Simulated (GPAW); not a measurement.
Band structure of MgGeP2 (P-4m2, 4 atoms in the cell).

```xyz
4
Lattice="3.8526 0.0000 0.0000 0.0000 3.8526 0.0000 0.0000 0.0000 5.9071" Properties=species:S:1:pos:R:3 pbc="T T T"
Mg     0.0000     0.0000     0.0000
Ge     1.9263     1.9263     2.9535
P      0.0000     1.9263     1.5902
P      1.9263     0.0000     4.3168
```

Computed with PBEsol, GPAW PAW datasets PBEsol (made by gpaw-setup) (plane waves; GPAW).

Settings: mode = pw; ecut = 800 eV; xc = PBEsol; kpts = 6 6 4; mesh shift (steps) = 0 0 0; occupations.name = fermi-dirac; occupations.width = 0.05 eV; nbands = -8; symmetry.symmorphic = false; symmetry.tolerance = 0.0005; maxiter = 120; bandpath_npoints = 40.

The starting cell comes from a database of computed structures (which also holds hypothetical and non-ambient phases and stackings), without a prior relaxation at this level. The run gives no clean gap (levels at the Fermi energy touch, overlap or are partly filled at this smearing), which alone does not show that the compound is a metal.

Levels in eV from the Fermi level, bands 9 to 16:
```tsv
point	9	10	11	12	13	14	15	16
Γ	-3.01	-0.79	-0.15	-0.15	0.06	0.76	3.46	3.88
X	-3.40	-3.20	-2.37	-0.24	1.29	4.01	4.18	4.45
M	-3.74	-2.95	-2.95	-1.69	0.63	1.25	1.25	3.21
Z	-2.87	-2.87	-0.62	-0.62	1.11	1.23	3.70	4.70
R	-2.33	-2.01	-1.26	-0.20	0.07	3.00	3.21	3.59
A	-3.36	-3.36	-2.95	-2.93	2.92	3.43	3.43	4.27
```

No band crosses the Fermi level by more than 0.03 eV along this path.
